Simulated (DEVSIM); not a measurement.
System: illuminated Si n-on-p cell, one wavelength, with a back-surface field, at 250 K.

```csv
layer (left to right),material,thickness (μm),Nd (cm⁻³),Na (cm⁻³),τn (s),τp (s),absorption coefficient (cm⁻¹)
1,Si,0.100,9.5e18,-,2.9e-8,5e-8,28000
2,Si,22.0,-,1.5e17,2.4e-6,2.4e-6,28000
3,Si,0.140,-,1e18,2.4e-6,2.4e-6,28000
```

Left contact: ohmic, minority hole recombination velocity 4e6 cm/s. Right contact: ohmic, minority electron recombination velocity 8e6 cm/s. Voltage is applied to the left contact. Recombination: SRH at mid-gap, radiative, Auger. Light enters at the left, 5.6e16 photons cm⁻² s⁻¹, one pass, no reflection. Mobility is constant in doping.

Constants are typed, rounded textbook-type inputs, not results; the design itself was drawn at random and stands for no fabricated device. Values at 300 K; Nc and Nv go as T^1.5, mobilities as T to minus their exponent, the gap by Varshni's rule with the affinity fixed.

```tsv
parameter	Si
gap (eV)	1.124
affinity (eV)	4.05
permittivity	11.7
Nc (cm⁻³)	2.86e19
Nv (cm⁻³)	3.1e19
μn (cm²/Vs)	1417
μp (cm²/Vs)	470
T exponent of μn	2.3
T exponent of μp	2.2
B (cm³/s)	4.7e-15
Cn (cm⁶/s)	2.8e-31
Cp (cm⁶/s)	9.9e-32
Varshni α (eV/K)	0.000473
Varshni β (K)	636
```

DEVSIM, 1D drift-diffusion, Boltzmann statistics, complete ionisation; no tunnelling, impact ionisation, image-force lowering or self-heating.

The photon flux was swept, all else fixed.

```csv
photon flux (cm^-2 s^-1),fill factor,largest power (mW/cm²),short-circuit current (mA/cm²),open-circuit voltage (V)
1.7e15,0.85,0.123,0.245,0.594
5.6e15,0.85,0.425,0.807,0.620
1.7e16,0.86,1.35,2.45,0.644
5.6e16,0.86,4.65,8.07,0.669
1.7e17,0.86,14.7,24.5,0.693
5.6e17,0.87,50.3,80.7,0.719
1.7e18,0.87,158,245,0.743
```

From the first row to the last the fill factor goes from 0.85 to 0.87. From the first row to the last the largest power goes from 0.123 to 158.
